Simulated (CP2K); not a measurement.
Worked example: self-consistent single point of YbIn5Rh (P1, 7 atoms in the cell) in CP2K.

Method: LDA (Pade form), GPW, DZVP-MOLOPT-SR-GTH basis, GTH-PADE potentials (GTH_POTENTIALS) (CP2K).

The change in words: atoms moved at random. Reference geometry:
```xyz
7
Lattice="4.6871 0.0000 0.0000 0.0000 4.6871 0.0000 0.0000 0.0000 7.5550" Properties=species:S:1:pos:R:3 pbc="T T T"
Yb     0.0000     0.0000     0.0000
In     2.3436     2.3436     0.0000
In     2.3436     0.0000     2.2666
In     2.3436     0.0000     5.2884
In     0.0000     2.3436     2.2666
In     0.0000     2.3436     5.2884
Rh     0.0000     0.0000     3.7775
```

Reference input (self-consistent single point, DFT LDA (Pade form), GPW, DZVP-MOLOPT-SR-GTH basis, GTH-PADE potentials (GTH_POTENTIALS)): CUTOFF = 800 Ry; REL_CUTOFF = 50 Ry; SMEAR/METHOD = GAUSSIAN; SIGMA = 0.1 eV; KPOINTS/SCHEME = MONKHORST-PACK 5 5 3; XC_FUNCTIONAL = PADE; Yb/BASIS_SET = DZVP-MOLOPT-SR-GTH; Yb/POTENTIAL = GTH-PADE-q24; In/BASIS_SET = DZVP-MOLOPT-SR-GTH; In/POTENTIAL = GTH-PADE-q13; Rh/BASIS_SET = DZVP-MOLOPT-SR-GTH; Rh/POTENTIAL = GTH-PADE-q17. This run's input differs from it in these lines:

```diff
@@ -71,9 +71,9 @@
       SCALED
-      Yb       0.00000000     0.00000000     0.00000000
-      In       0.50000000     0.50000000     0.00000000
-      In       0.50000000     0.00000000     0.30001000
-      In       0.50000000     0.00000000     0.69999000
-      In       0.00000000     0.50000000     0.30001000
-      In       0.00000000     0.50000000     0.69999000
-      Rh       0.00000000     0.00000000     0.50000000
+      Yb      -0.01360700    -0.00054300    -0.00781100
+      In       0.49372300     0.50686400    -0.00214800
+      In       0.50081800     0.00171500     0.31087100
+      In       0.50098400    -0.00223200     0.70082300
+      In       0.00849100     0.49692900     0.29831400
+      In       0.00031900     0.51449300     0.70382900
+      Rh       0.00927200    -0.01722500     0.49612200
     &END COORD
```

Log, with long lists cut:

```
 SCF WAVEFUNCTION OPTIMIZATION

  Step     Update method      Time    Convergence         Total energy    Change
     1 NoMix/Diag. 0.30E+00      -     1.34197778      -627.0089063826 -6.27E+02
     2 Broy./Diag. 0.30E+00      -     1.29249613      -662.2773213783 -3.53E+01
     3 Broy./Diag. 0.30E+00      -     0.33117708      -617.3072576275  4.50E+01
     4 Broy./Diag. 0.30E+00      -     0.14715513      -616.9893243419  3.18E-01
     5 Broy./Diag. 0.30E+00      -     0.67258714      -621.3785428511 -4.39E+00
     6 Broy./Diag. 0.30E+00      -     0.12302902      -625.6239722759 -4.25E+00
   [... 20 lines left out ...]
    27 Broy./Diag. 0.30E+00      -     0.00000377      -626.1849010657  1.66E-04
    28 Broy./Diag. 0.30E+00      -     0.00000198      -626.1849448003 -4.37E-05
    29 Broy./Diag. 0.30E+00      -     0.00000100      -626.1849210894  2.37E-05
    30 Broy./Diag. 0.30E+00      -     0.00000072      -626.1849339738 -1.29E-05
  *** SCF run converged in    30 steps ***

  Overlap energy of the core charge distribution:               0.00000000001007
  Self energy of the core charge distribution:               -968.83618690048115
  Core Hamiltonian energy:                                    280.87811511715836
  Hartree energy:                                             130.69649943372607
  Exchange-correlation energy:                                -68.92301602260528
  Smearing free energy correction:                             -0.00034560173339
  Fermi energy:                                                 0.29163960189192

  Total energy:                                              -626.18493397380905
  Total energy (extrapolated to sigma->0):                   -626.18476117294233

                     Mulliken Population Analysis

   [... lines left out ...]

 STRESS| Analytical stress tensor [bar]
 STRESS|                        x                   y                   z
 STRESS|      x       -6.23851985674E+04   1.47875145906E+02  -3.32304840085E+02
 STRESS|      y        1.47875145906E+02  -6.39426197870E+04  -8.70293667210E+02
 STRESS|      z       -3.32304840085E+02  -8.70293667210E+02  -6.03231043561E+04
 STRESS| 1/3 Trace                                            -6.22169742368E+04
```

The run converged in 30 iterations. Against the reference run the free energy rises by 12.3 meV/atom, the pressure goes from -6.74 to -6.22 GPa and the largest force goes from 0.155 to 0.644 eV/Å.

The starting cell comes from a database of computed structures (which also holds hypothetical and non-ambient phases and stackings), without a prior relaxation at this level. For this run, on top of that: atoms moved at random. Spin polarisation is off. Values carry the incompleteness of an atom-centred basis. With a pressure of about -6 GPa the cell is away from its equilibrium volume at this level.

Cost on one core of a shared machine: roughly 3 min.
